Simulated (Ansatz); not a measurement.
**A computed series for GaN: response to strain**

The parent structure is GaN in the zinc blende structure (space group F-43m, No. 216; a = 4.498 Å). Axes: x, y, z lie along the cube axes.

Strains are applied to the cell and any free atomic positions relax.

Calculations: r2SCAN, PAW, 500 eV (Ansatz, a quantum-chemistry and plane-wave program; scalar-relativistic without spin-orbit coupling).

Notes on the quantities. energy relative to the base: free energy F; pressure: mean of the normal stresses, compression positive.

```
case                         band gap  shortest interatomic distance  energy relative to the base  pressure
---------------------------  --------  -----------------------------  ---------------------------  --------
base                          2.17 eV                        1.948 Å                   0 meV/atom  0.00 GPa
tensor shear ε_xy = +1.14 %   2.08 eV                        1.942 Å                +3.0 meV/atom  0.03 GPa
tensor shear ε_xy = +0.86 %   2.10 eV                        1.943 Å                +1.7 meV/atom  0.02 GPa
tensor shear ε_xy = +0.57 %   2.13 eV                        1.945 Å                +0.7 meV/atom  0.01 GPa
tensor shear ε_xy = +0.29 %   2.15 eV                        1.946 Å                +0.2 meV/atom  0.00 GPa
tensor shear ε_xy = +2.00 %   2.00 eV                        1.937 Å                +9.2 meV/atom  0.10 GPa
tensor shear ε_xy = +1.71 %   2.03 eV                        1.939 Å                +6.7 meV/atom  0.07 GPa
tensor shear ε_xy = +1.43 %   2.06 eV                        1.940 Å                +4.7 meV/atom  0.05 GPa
```

Gaps are read on the SCF mesh and a high-symmetry path. Whether these cells are dynamically stable was not tested. This is not the structure that GaN has at room temperature and ambient pressure.
